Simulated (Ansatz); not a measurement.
**What biaxial strain −1.20 %, plane normal [001], relaxed out of plane does to BaZrO3**

The parent structure is BaZrO3 in the cubic perovskite structure (space group Pm-3m, No. 221; a = 4.1806 Å). Axes: x, y, z lie along the cube axes.

Now apply this change: compressive biaxial strain of 1.20 % in the plane normal to [001], as in epitaxy on a mismatched substrate; the out-of-plane cell vector and the atoms relax.

All numbers come from PBEsol, PAW, 420 eV (Ansatz, a program for electronic structure; no spin-orbit coupling). k-mesh 8×8×8 (Γ-centred); smearing 0.05 eV (Fermi–Dirac).

- Space group: P4/mmm (No. 123) (base Pm-3m (No. 221))
- Shortest interatomic distance: 2.065 Å (base 2.090 Å)
- Energy relative to the base (free energy F): +4.9 meV/atom
- Pressure (mean of the normal stresses, compression positive): 3.11 GPa (base -0.01 GPa)
- Band gap: 3.16 eV (an upper bound: an edge found on the path is not a true extremum; the base alone) (base 3.17 eV)
- Out-of-plane strain: +0.64 %
- Ratio −ε⊥/ε∥: 0.53

Cost of the whole job for the changed cell (relaxation, final SCF and bands): roughly 29 core-seconds.

Whether these cells are dynamically stable was not tested.
